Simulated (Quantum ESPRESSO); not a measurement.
Troubleshooting Quantum ESPRESSO: a failed run on ZnSnO2 (P-1, 16 atoms in the cell). The aim is a self-consistent single point with DFT, PBEsol, plane waves, PSlibrary PAW (PBE) pseudopotentials.

Cell that was meant: a = 3.3742 Å, b = 8.3819 Å, c = 9.2731 Å, α = 87.63°, β = 80.85°, γ = 85.09°.

Part of the input:

```fortran
  ecutwfc = 55,
  ecutrho = 330,
  occupations = 'fixed',
  nbnd = 85,
  tot_charge = -1,
  input_dft = 'pbesol',
/
&ELECTRONS
```

Output (repeated stretches shortened):

```
     Self-consistent Calculation

     iteration #  1     ecut=    55.00 Ry     beta= 0.30

     WARNING: integrated charge=   152.70000000, expected=   153.00000000

 %%%%%%%%%%%%%%%%%%%%%%%%%%%%%%%%%%%%%%%%%%%%%%%%%%%%%%%%%%%%%%%%%%%%%%%%%%%%%%
     Error in routine electrons (1):
     charge is wrong: smearing is needed
 %%%%%%%%%%%%%%%%%%%%%%%%%%%%%%%%%%%%%%%%%%%%%%%%%%%%%%%%%%%%%%%%%%%%%%%%%%%%%%

     stopping ...
```

**Question.** From the messages shown, name the fault and mend the input.

**Answer.** The fault is an unintended net charge; here the program stops on it instead of giving results. To fix it, remove the charge. The program stopped with an error at about iteration 1.

An input that runs soundly differs in these lines (not the only fix; some lines may just follow from the change or write a value another way):
```diff
-  nbnd = 85,
-  tot_charge = -1,
+  nbnd = 84,
```

With that input, the run converged in 15 iterations: free energy E − TS -41359.0219 eV; top of the valence band (on the code's own zero) 7.22 eV; gap on the k-point mesh 1.56 eV; pressure -5.36 GPa; largest force (vector length) 0.295 eV/Å (DFT, PBEsol, plane waves, PSlibrary PAW (PBE) pseudopotentials).

On the sound input: the starting cell comes from a database of computed structures (which also holds hypothetical and non-ambient phases and stackings), without a prior relaxation at this level. With a pressure of about -5 GPa the cell is away from its equilibrium volume at this level.
